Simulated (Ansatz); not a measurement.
Al12W (Im-3, No. 204) was calculated with r²SCAN+rVV10 (plane waves, PAW; Ansatz, a program for electronic structure).

Run with plane-wave cutoff 560 eV, 10×10×10 k mesh, Fermi–Dirac smearing 0.05 eV, no spin polarisation, scalar-relativistic PAW data made under PBE.

Cell (relaxed at this level):

Al₁₂W has the cubic space group Im-3 (No. 204), Pearson symbol cI26. Lattice parameters: a = b = c = 7.527 Å, α = β = γ = 90.00°. Al on 24g has 1 W at 2.709 Å and 10 Al at 2.768–2.895 Å. W on 2a is surrounded by 12 Al at 2.709 Å. (Neighbours: up to the widest gap in distance over summed covalent radii, below 1.35, at either atom.)
(The calculation used a cell of 13 atoms; values per cell refer to that cell.)

Task: Predict the bulk modulus B0.

Result: 
- bulk modulus B0: 97.6 GPa

The run finds no gap.

Spin–orbit coupling is not included.

The computed numbers hold no vibrational or temperature effects.
